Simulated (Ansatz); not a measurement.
# Effect of uniaxial strain ε_zz = +1.90 % on Se

The reference is Se (space group P3_121, No. 152; a = 4.506 Å, c = 4.991 Å; made of chains). Axes: x lies along a and z along c of the hexagonal cell.

Modification: uniaxial strain ε_zz = +1.90 %, all other strain components held at zero, atoms relaxed at fixed cell.

All numbers come from DFT with r2SCAN, PAW potentials and a 500 eV plane-wave cutoff in Ansatz (a program for electronic structure), scalar-relativistic without spin-orbit coupling. k-mesh 9×9×7 (Γ-centred); smearing 0.05 eV (Fermi–Dirac).

| quantity | base | changed | shift |
|---|---|---|---|
| volume per atom | 29.25 Å³ | 29.81 Å³ | +0.56 Å³ |
| space group | P3_121 (No. 152) | P3_121 (No. 152) | – |
| shortest interatomic distance | 2.375 Å | 2.382 Å | +0.007 Å |
| energy relative to the base (free energy F) | 0 meV/atom | +2.6 meV/atom | +2.6 meV/atom |
| pressure (mean of the normal stresses, compression positive) | 0.00 GPa | -0.66 GPa | -0.66 GPa |
| band gap | 1.33 eV | 1.16 eV | -0.17 eV |
| gap character | indirect, L → H | indirect, L → H | – |
| width of the top valence band | 1.40 eV | 1.35 eV | -0.041 eV |
| electron mass | 0.18 mₑ along c, 0.43 mₑ across (at H) | 0.16 mₑ along z, 0.41 mₑ across (at H) | – |
| largest internal atomic displacement | – | 0.012 Å | – |
| stress (xx, yy, zz, yz, xz, xy; compression positive) | – | (-0.24, -0.24, -1.50, 0.00, 0.00, 0.00) GPa | – |

Masses are band curvatures over ±0.01 Å⁻¹ around the edge. Whether these cells are dynamically stable was not tested. No dispersion term is included, though the crystal is made of layers, chains or molecules, so its spacings can come out too wide.
